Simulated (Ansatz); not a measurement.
Cu on the 1x1 (10-10) surface of wurtzite AlN (cut with top plane Al + N), one in a 1x1 cell, energies for each (15.7 Å²). Energies are against an atom of fcc Cu, without zero-point or thermal terms; each row is named by its start (#2, #3: further inequivalent places of a kind). No converged result for: 1 more start.

Host crystal: wurtzite AlN, with a band gap (PBE, scalar-relativistic without spin-orbit coupling).

All values below come from PBE (plane waves to 420 eV, PAW; Ansatz, an electronic-structure program).

Model: 17-atom slab, 8.9 Å thick at the start under the adsorbate (thin: gaps and levels are the slab's own), 6x4x1 mesh, Fermi-Dirac 0.01 eV, dipole correction, 8 atoms held, the rest relaxed; each run with such symmetry as its start has; spin-polarised, no spin-orbit, no U, no dispersion correction.

A negative adsorption energy means that the adsorbate is more stable on the surface than in its reference. Starts that drift may end in the same place. Heights count from the host atoms within 0.3 Å of the top one.

```
starting site                   E_ads (eV)  height (Å)  nearest host atom (Å)   bonded to  change of the vacuum step (eV)  lateral drift (Å)  moment (μB)
------------------------------  ----------  ----------  ---------------------  ----------  ------------------------------  -----------------  -----------
top N                                 1.50        1.95                 N 1.99      Al + N                            0.67                0.5          0.0
top Al                                1.50        1.94                 N 1.99      Al + N                            0.67                1.3          0.0
top Al #2                             1.63        1.39                Al 2.46        3 Al                            0.35                0.8          0.0
hollow Al-Al-N-N                      1.50        1.94                 N 1.98      Al + N                            0.68                1.4          0.0
bridge Al-Al-Al-N (span 3.1 Å)        1.64        1.55                 N 2.28  3 Al + 2 N                            0.51                0.4          0.0
```
